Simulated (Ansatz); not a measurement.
The parent structure is MgTe in the zinc blende structure (space group F-43m, No. 216; a = 6.439 Å). Axes: x, y, z lie along the cube axes.

Method: Ansatz (a program for electronic structure), PBEsol, PAW, cutoff 420 eV, scalar-relativistic without spin-orbit coupling.

Base values:

- Valley order: Γ 2.35 eV; X along ⟨100⟩ 2.71 eV; L along ⟨111⟩ 3.18 eV
- Shortest interatomic distance: 5.269 bohr
- Pressure: -0.01 GPa

Modification: biaxial strain +0.83 %, plane normal [111], relaxed out of plane (Cartesian); in-plane vectors clamped, the third vector and the atoms free.

### Question
Estimate the effect on the valley order, hole mass, shortest interatomic distance, energy relative to the base and pressure.

### Answer
The valley order (the lowest conduction-band minima on the path, energy above the VBM, named in the base's zone) becomes Γ 2.24 eV; X along [001] 2.66 eV; L along [111] 3.01 eV; L along [1-1-1] 3.12 eV (base: Γ 2.35 eV; X along ⟨100⟩ 2.71 eV; L along ⟨111⟩ 3.18 eV); the hole mass is 0.15 mₑ out of plane, 2.0 mₑ in plane (at Γ); the shortest interatomic distance hardly moves (5.269 bohr against 5.273 bohr); the energy rises by 0.9 meV/atom; the pressure (mean of the normal stresses, compression positive) drops by 0.33 GPa (-0.01 GPa → -0.34 GPa).

With Te present, leaving out spin-orbit coupling can change the band edges. The levels and masses belong to the bands next to the band gap. Effective masses come from finite differences of ±0.01 Å⁻¹. Whether these cells are dynamically stable was not tested.
